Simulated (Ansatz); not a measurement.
**Nb₂B₂Si (model structure, started from the Fe2AlB2 type, Cmmm, No. 65, 5 atoms in the cell)**

Method: LDA in Ansatz (plane waves, PAW).

Numerical settings: plane-wave cutoff 520 eV, 18×18×18 k mesh, Fermi–Dirac smearing 0.05 eV, no spin polarisation, scalar-relativistic PAW data made under PBE.

Cell (relaxed at this level):

Nb2B2Si is modelled in the orthorhombic space group Cmmm (No. 65), Pearson symbol oS10. Cell: a = 3.1195 Å, b = 10.9132 Å, c = 3.3015 Å, α = β = γ = 90.00°. Si on 2a has 2 B at 2.288 Å and 8 Nb at 2.703 Å. Nb on 4j has 6 B at 2.372–2.415 Å and 4 Si at 2.703 Å and 3 Nb at 2.931–2.968 Å and 2 Nb at 3.120 Å and 2 Nb at 3.302 Å. B on 4i has 2 B at 1.791 Å and 1 Si at 2.288 Å and 6 Nb at 2.372–2.415 Å. (Neighbours: up to the widest gap in distance over summed covalent radii, below 1.35, at either atom; cation-cation and far metal-metal contacts left out.)
(The calculation used a cell of 5 atoms; values per cell refer to that cell.)

```
Quantity        Value
------------  -------
bulk modulus  234 GPa
```

Note: the run has no spin polarisation, so it can have missed a magnetic state; the bulk modulus is −V dP/dV from two relaxed cells at ±2 % in volume; the relaxation could raise the start's symmetry but not lower it, so the cell can be a saddle point.

Static lattice: no zero-point or thermal effects.

Cost on a shared machine: roughly 11 core-minutes.

A model structure was made by putting elements into a prototype or built by hand; it is no filed structure, need not be a known phase, and can be a saddle point held by its symmetry.

Ansatz is an electronic-structure program.
